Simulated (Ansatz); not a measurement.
Zn under a change: uniaxial strain ε_xx = −1.00 %

The reference is Zn in the hcp (Mg type) structure (space group P6_3/mmc, No. 194; a = 2.613 Å, c = 4.781 Å; relaxed with 0.1 eV smearing). Axes: x lies along a and z along c of the hexagonal cell.

It is then changed as follows: uniaxial strain ε_xx = −1.00 %, all other strain components held at zero; the atoms relax in the strained cell.

All numbers come from PBEsol (Ansatz, an electronic-structure program; PAW; 420 eV plane waves; no spin-orbit coupling). k-mesh 25×25×13 (Γ-centred); smearing 0.1 eV (Fermi–Dirac).

- Volume per atom: 13.99 Å³ (base 14.14 Å³)
- Space group: Cmcm (No. 63) (base P6_3/mmc (No. 194))
- Shortest interatomic distance: 2.587 Å (base 2.613 Å)
- Energy relative to the base (free energy F): +1.0 meV/atom
- Pressure (mean of the normal stresses, compression positive): 1.1 GPa (base 0.0 GPa)
- Band gap: zero (base zero)
- Stress (xx, yy, zz, yz, xz, xy; compression positive): (2.2, 0.5, 0.6, 0.0, 0.0, 0.0) GPa

Final structure:

```yaml
crystal:
  lattice:
    - [2.58680, 0.00000, 0.00000]
    - [-1.29340, 2.26286, 0.00000]
    - [0.00000, 0.00000, 4.78146]
  atoms:
    - { symbol: Zn, position: [0.66667, 0.33333, 0.75000] }
    - { symbol: Zn, position: [0.33333, 0.66667, 0.25000] }
```

Cost of the whole job for the changed cell (relaxation, final SCF and bands): roughly 40 core-seconds.

Whether these cells are dynamically stable was not tested.
